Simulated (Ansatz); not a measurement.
The starting structures come from a database of crystals and need not be the phases stable at ambient conditions.

By PBEsol, the system below comes out a metal.

Without scattering a metal conducts by its projected Fermi surface.

Here is the system:

```xyz
2
Lattice="2.9378 0.0000 0.0000 0.0000 2.9378 0.0000 0.0000 0.0000 2.9378" Properties=species:S:1:pos:R:3 pbc="T T T"
Si     1.4689     1.4689     1.4689
Os     0.0000     0.0000     0.0000
```

Space group of this cell: Pm-3m, CsCl type. The cell is taken as given; by PBEsol its mean pressure is -1.1 GPa.

The current flows along the normal of the first two printed cell vectors, the (001) plane of the conventional cell. No spin-orbit coupling; the value is a mean over 0.1 eV about the Fermi level.

**Question.** Estimate the ballistic conductance per area that PBEsol run with Ansatz (a first-principles code) returns for this system.

**Answer.** 0.45 × 10¹⁵ S/m² for both spins.
